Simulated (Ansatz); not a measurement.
TiAl: response to strain

The parent structure is TiAl (space group P4/mmm, No. 123; a = 2.766 Å, c = 4.002 Å; relaxed with 0.1 eV smearing).

Strains are applied to the cell and any free atomic positions relax.

Method: LDA (Ansatz, a first-principles code), spin-orbit coupling left out.

Notes on the quantities. energy relative to the base: free energy F; pressure: mean of the normal stresses, compression positive.

```json
[
 {"variant": "base", "energy relative to the base": "0 meV/atom", "shortest interatomic distance": "2.766 Å", "pressure": "0.0 GPa"},
 {"variant": "isotropic strain −3.00 %", "energy relative to the base": "+54 meV/atom", "shortest interatomic distance": "2.683 Å", "pressure": "13.8 GPa"},
 {"variant": "isotropic strain −2.50 %", "energy relative to the base": "+37 meV/atom", "shortest interatomic distance": "2.697 Å", "pressure": "11.1 GPa"},
 {"variant": "isotropic strain −2.00 %", "energy relative to the base": "+23 meV/atom", "shortest interatomic distance": "2.711 Å", "pressure": "8.6 GPa"},
 {"variant": "isotropic strain −1.50 %", "energy relative to the base": "+13 meV/atom", "shortest interatomic distance": "2.725 Å", "pressure": "6.3 GPa"},
 {"variant": "isotropic strain −0.50 %", "energy relative to the base": "+1.4 meV/atom", "shortest interatomic distance": "2.752 Å", "pressure": "2.0 GPa"},
 {"variant": "isotropic strain +1.00 %", "energy relative to the base": "+5.3 meV/atom", "shortest interatomic distance": "2.794 Å", "pressure": "-3.6 GPa"},
 {"variant": "isotropic strain +2.00 %", "energy relative to the base": "+21 meV/atom", "shortest interatomic distance": "2.821 Å", "pressure": "-6.7 GPa"},
 {"variant": "isotropic strain +2.50 %", "energy relative to the base": "+32 meV/atom", "shortest interatomic distance": "2.835 Å", "pressure": "-8.1 GPa"},
 {"variant": "isotropic strain +3.00 %", "energy relative to the base": "+45 meV/atom", "shortest interatomic distance": "2.849 Å", "pressure": "-9.4 GPa"}
]
```

Stability against distortions was not tested. The final runs are not spin-polarised.
